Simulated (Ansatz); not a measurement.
**A computed series for InAs: response to strain**

The reference is InAs in the zinc blende structure (space group F-43m, No. 216).

```
CELL_PARAMETERS angstrom
      0.00000     3.05467     3.05467
      3.05467     0.00000     3.05467
      3.05467     3.05467     0.00000
ATOMIC_POSITIONS crystal
  As 0.25000 0.25000 0.25000
  In 0.00000 0.00000 0.00000
```

Strains are applied to the cell and any free atomic positions relax.

All numbers come from r2SCAN in Ansatz (plane waves to 500 eV, PAW, spin-orbit coupling left out).

Computed cases, in order: the unstrained base; isotropic strain +1.74 %; isotropic strain +2.79 %; isotropic strain +4.47 %.

Problem. Between which two neighbouring cases does the band gap open or close?

Solution. Between the unstrained base (0.08 eV) and isotropic strain +1.74 % (zero). The whole series: the unstrained base: 0.08 eV; isotropic strain +1.74 %: zero; isotropic strain +2.79 %: zero; isotropic strain +4.47 %: zero.

A case with no gap was solved on a k-mesh chosen for an insulator, which is coarse for it. Whether these cells are dynamically stable was not tested. All final runs are without spin polarisation. A zero or small gap of InAs can be the functional's error rather than a property of the material.

Ansatz is a first-principles code.
